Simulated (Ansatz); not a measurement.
Where the default PAW files enter, the runs use the earlier of Ansatz's two default sets.

By LDA, the system below comes out a metal.

Here is the system:

```
IrO2
1.0
    3.17671     0.00000     0.00000
    0.00000     4.50531     0.00000
    0.00000     0.00000     4.50531
Ir O
2 4
Direct
  0.50000   0.50000   0.50000
  0.00000   0.00000   0.00000
  0.00000   0.69134   0.69134
  0.00000   0.30866   0.30866
  0.50000   0.19134   0.80866
  0.50000   0.80866   0.19134
```

Space group of this cell: P4_2/mnm, rutile. The cell is taken as given; by LDA its mean pressure is -13.2 GPa.

The current flows along the normal of the first two printed cell vectors, the (100) plane of the conventional cell. No spin-orbit coupling; the value is a mean over 0.1 eV about the Fermi level.

### Question
State the ballistic conductance per area according to LDA (Ansatz, an electronic-structure program).

### Answer
0.68 × 10¹⁵ S/m² for both spins.
